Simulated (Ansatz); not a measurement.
For cubic perovskite SrVO3, RPBE (Ansatz, a first-principles code, plane waves, PAW) gives:

- equilibrium lattice constant a: 3.893 Å
- bulk modulus B0: 166 GPa
- cohesive energy: 5.53 eV/atom

Problem. What does r²SCAN+rVV10 (plane waves, PAW; Ansatz) give for the same quantities?

Solution. 
- lattice constant a: 3.818 Å (decreases by 1.9 %)
- bulk modulus: 207 GPa (grows by 25 %)
- cohesive energy: 6.19 eV/atom (increases by 0.66 eV/atom)

For comparison: lattice constant a 3.842 Å (measured, temperature not stated, not corrected to a static lattice; as tabulated in Marks et al. (2021), arXiv:2103.05797).

Changes are worked out from the printed values.

Unless a cell is named, each level is at its own relaxed cell (RPBE 11.80, r²SCAN+rVV10 11.13 Å³/atom).

The crystal itself was run without spin with RPBE, r²SCAN+rVV10; a magnetic state was not tried in these runs.

Ansatz's density-functional and Hartree–Fock values are scalar-relativistic unless marked +SOC, with PAW data made under PBE.
